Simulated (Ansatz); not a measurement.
GaAlN2 (P3m1, No. 156, 4 atoms in the cell; start mp-1228894), treated with r²SCAN in Ansatz (plane waves, PAW).

Run with plane-wave cutoff 560 eV, 12×12×8 k mesh (along the axes of the cell as run), Fermi–Dirac smearing 0.01 eV, scalar-relativistic PAW data made under PBE.

Cell (relaxed at this level):

```cif
data_AlGaN2
_chemical_formula_sum 'Al1 Ga1 N2'
_space_group_name_H-M_alt 'P3m1'
_space_group_IT_number 156
_space_group_name_Hall 'P 3 -2"'
_cell_length_a 3.14330
_cell_length_b 3.14330
_cell_length_c 5.09299
_cell_angle_alpha 90.000
_cell_angle_beta 90.000
_cell_angle_gamma 120.000
loop_
_atom_site_label
_atom_site_type_symbol
_atom_site_symmetry_multiplicity
_atom_site_Wyckoff_symbol
_atom_site_fract_x
_atom_site_fract_y
_atom_site_fract_z
_atom_site_occupancy
Al1 Al 1 a 0.00000 0.00000 0.99930 1
Ga1 Ga 1 c 0.66667 0.33333 0.49730 1
N1 N 1 c 0.66667 0.33333 0.11221 1
N2 N 1 a 0.00000 0.00000 0.62758 1
```

Task: What does this level give for the band gap?

Result: 
* **band gap**: 3.40 eV (direct)

Spin–orbit coupling is not included.

Cost on a shared machine: roughly 40 core-seconds.

A start named mp-… is a Materials Project structure, which need not be a measured phase.

Ansatz is a first-principles code.
